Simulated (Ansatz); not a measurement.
**BN: response to strain**

The reference is BN in the zinc blende structure (space group F-43m, No. 216; a = 3.6097 Å). Axes: x, y, z lie along the cube axes.

Strains are applied to the cell and any free atomic positions relax; under biaxial strain the out-of-plane vector relaxes too.

Computed with r2SCAN/PAW in Ansatz (a quantum-chemistry and plane-wave program), scalar-relativistic without spin-orbit coupling.

Candidates:
(a) isotropic strain −5.31 %
(b) biaxial strain +2.11 %, plane normal [001], relaxed out of plane
(c) isotropic strain −2.65 %
(d) isotropic strain −1.26 %

Base values:

```
Quantity    Value
--------  -------
Band gap  5.00 eV
```

Problem. Order them by band gap, highest first.

Solution. (a) isotropic strain −5.31 % (5.20 eV), (c) isotropic strain −2.65 % (5.10 eV), (d) isotropic strain −1.26 % (5.05 eV), (b) biaxial strain +2.11 %, plane normal [001], relaxed out of plane (4.44 eV)

No phonon test of stability was made.
